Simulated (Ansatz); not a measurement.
Start from TiN in the rock salt structure (space group Fm-3m, No. 225; a = 4.233 Å). Axes: x, y, z lie along the cube axes.

The values are results of r2SCAN in Ansatz (plane waves to 500 eV, PAW, no spin-orbit coupling), not measurements.

Base values:

```
Property           Value
---------------  -------
Volume per atom  9.48 Å³
```

It is then changed as follows: uniaxial stress, 3 GPa tension along z, with the cell and atoms free to relax against it.

Estimate the effect on the volume per atom.

The volume per atom increases by 0.03 Å³ to 9.51 Å³.

Load acts through the strain it causes; cell and atoms are relaxed under it. Stability under load was not tested beyond the relaxation. All final runs are without spin polarisation. An odd electron count without spin: TiN.

Ansatz is a program for electronic structure.
